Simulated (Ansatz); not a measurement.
# Effect of In → Cd on InP

Base system: InP in the zinc blende structure (space group F-43m, No. 216; a = 5.907 Å).

Perturbation: every In is replaced by Cd, then cell and atoms are relaxed.

Computed with Ansatz (a quantum-chemistry and plane-wave program) r2SCAN, without spin-orbit coupling. k-mesh 14×14×14 (Γ-centred); smearing 0.05 eV (Fermi–Dirac), for the changed cell.

```json
[
 {"quantity": "volume per atom", "base": "25.76 Å³", "changed": "25.16 Å³", "shift": "-0.60 Å³"},
 {"quantity": "density", "base": "4.70 g/cm³", "changed": "4.73 g/cm³", "shift": "+0.03 g/cm³"},
 {"quantity": "lattice parameter a", "base": "5.907 Å", "changed": "5.861 Å", "shift": "-0.046 Å"},
 {"quantity": "space group", "base": "F-43m (No. 216)", "changed": "F-43m (No. 216)", "shift": "–"},
 {"quantity": "shortest interatomic distance", "base": "2.558 Å", "changed": "2.538 Å", "shift": "-0.020 Å"},
 {"quantity": "band gap", "base": "1.03 eV", "changed": "zero", "shift": "–"}
]
```

Whether these cells are dynamically stable was not tested. As relaxed here, CdP is a hypothetical phase, not in the database extracts checked. All final runs are without spin polarisation. An odd electron count without spin: CdP.
